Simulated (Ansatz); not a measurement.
We consider CsCl-type PdIn, described by revPBE (Ansatz, an electronic-structure program, PAW).

Settings: plane-wave cutoff 520 eV, 18×18×18 k mesh, Fermi–Dirac smearing 0.05 eV, scalar-relativistic PAW data made under PBE.

Cell (relaxed at this level):

```cif
data_InPd
_chemical_formula_sum 'In1 Pd1'
_space_group_name_H-M_alt 'Pm-3m'
_space_group_IT_number 221
_space_group_name_Hall '-P 4 2 3'
_cell_length_a 3.33014
_cell_length_b 3.33014
_cell_length_c 3.33014
_cell_angle_alpha 90.000
_cell_angle_beta 90.000
_cell_angle_gamma 90.000
loop_
_atom_site_label
_atom_site_type_symbol
_atom_site_symmetry_multiplicity
_atom_site_Wyckoff_symbol
_atom_site_fract_x
_atom_site_fract_y
_atom_site_fract_z
_atom_site_occupancy
In1 In 1 b 0.50000 0.50000 0.50000 1
Pd1 Pd 1 a 0.00000 0.00000 0.00000 1
```

Q: Give the computed bulk modulus B0 and pressure derivative B′ of the bulk modulus.

A: 
- bulk modulus B0 = 99.0 GPa
- pressure derivative B′ of the bulk modulus = 6.1

The run finds no gap.

Spin–orbit coupling is not included.

Computed values are for the static lattice.
